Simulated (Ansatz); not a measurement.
The starting structures come from a database of crystals and need not be the phases stable at ambient conditions.

 Where the default PAW files enter, the runs use the earlier of Ansatz's two default sets.

Tunnelling through a barrier is set by its complex band structure: the current falls as exp(−2κd) with the smallest κ.

Input:

```yaml
crystal:
  lattice:
    - [4.80141, 0.00000, 0.00000]
    - [0.00000, 7.86635, 0.00000]
    - [-1.58229, 0.00000, 3.56242]
  atoms:
    - { symbol: La, position: [0.55564, 0.75000, 0.77782] }
    - { symbol: La, position: [0.44436, 0.25000, 0.22218] }
    - { symbol: C, position: [0.00000, 0.00000, 0.50000] }
    - { symbol: C, position: [0.00000, 0.50000, 0.50000] }
    - { symbol: N, position: [0.73584, 0.55262, 0.36792] }
    - { symbol: N, position: [0.26416, 0.44738, 0.63208] }
    - { symbol: N, position: [0.26416, 0.05262, 0.63208] }
    - { symbol: N, position: [0.73584, 0.94738, 0.36792] }
    - { symbol: F, position: [0.83762, 0.25000, 0.91881] }
    - { symbol: F, position: [0.16238, 0.75000, 0.08119] }
```

Space group of this cell: Cmcm. The cell is taken as given; by r2SCAN its mean pressure is -2.7 GPa.

Transport runs along the normal of the first two printed cell vectors.

The gap is the functional's own, uncorrected, and κ follows it; spin-orbit coupling is left out. Mid-gap values are interpolated between the computed energies.

Question: Compute, with r2SCAN (Ansatz, a quantum-chemistry and plane-wave program), the band gap and the smallest decay constant κ at mid-gap.

Answer: Gap 3.09 eV on a 8×4×8 mesh; κ = 0.437 1/Å, at (0.500, 0.000) of the in-plane reciprocal vectors. At the zone centre, at the nearest computed energy, the slowest state has κ = 0.53 1/Å.
